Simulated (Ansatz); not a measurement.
Take Se (space group P3_121, No. 152; made of chains) as the base.

```xyz
3
Lattice="4.5345 0.0000 0.0000 -2.2673 3.9270 0.0000 0.0000 0.0000 5.0415" Properties=species:S:1:pos:R:3 pbc="T T T"
Se     0.9892     0.0000     4.2012
Se    -0.4946     0.8566     0.8402
Se     1.7727     3.0704     2.5207
```

Cartesian axes are those of the cell as printed.

All numbers come from PBE/PAW in Ansatz (a quantum-chemistry and plane-wave program), no SOC.

Base values:

The shortest interatomic distance is 2.400 Å.

Modification: compressive biaxial strain of 3.23 % in the plane normal to [001], as in epitaxy on a mismatched substrate; the out-of-plane cell vector and the atoms relax.

Question: What does the calculation give for the ratio −ε⊥/ε∥ after the change?

Answer: The ratio −ε⊥/ε∥ comes out as 0.30.

Question: What happens to the shortest interatomic distance?

Answer: The shortest interatomic distance rises by 0.012 Å to 2.412 Å.

Whether these cells are dynamically stable was not tested. No dispersion term is included, though the crystal is made of layers, chains or molecules, so its spacings can come out too wide.
